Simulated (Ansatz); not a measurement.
The starting structures come from a database of crystals and need not be the phases stable at ambient conditions.

Tunnelling through a barrier is set by its complex band structure: the current falls as exp(−2κd) with the smallest κ.

Consider the following.

```yaml
crystal:
  lattice:
    - [3.43375, 0.00000, 0.00000]
    - [-0.12069, 5.70115, 0.00000]
    - [1.64455, 2.82611, 5.09377]
  atoms:
    - { symbol: Cd, position: [0.82847, 0.84683, 0.31449] }
    - { symbol: Cd, position: [0.13605, 0.15746, 0.69890] }
    - { symbol: H, position: [0.47290, 0.27854, 0.01288] }
    - { symbol: H, position: [0.64118, 0.67974, 0.00175] }
    - { symbol: H, position: [0.11675, 0.62462, 0.72972] }
    - { symbol: H, position: [0.83796, 0.34733, 0.28256] }
    - { symbol: O, position: [0.47141, 0.11116, 0.00802] }
    - { symbol: O, position: [0.92269, 0.68882, 0.00395] }
    - { symbol: O, position: [0.19919, 0.60397, 0.57127] }
    - { symbol: O, position: [0.76260, 0.16966, 0.44071] }
```

Space group of this cell: P1. The cell is taken as given; by r2SCAN its mean pressure is -0.6 GPa.

Transport runs along the normal of the first two printed cell vectors.

The gap is the functional's own, uncorrected, and κ follows it; spin-orbit coupling is left out. Mid-gap values are interpolated between the computed energies.

Predict the band gap and the smallest decay constant κ at mid-gap from r2SCAN run with Ansatz (a quantum-chemistry and plane-wave program).

Gap 2.29 eV on a 10×6×6 mesh; κ = 0.264 1/Å, at the zone centre.
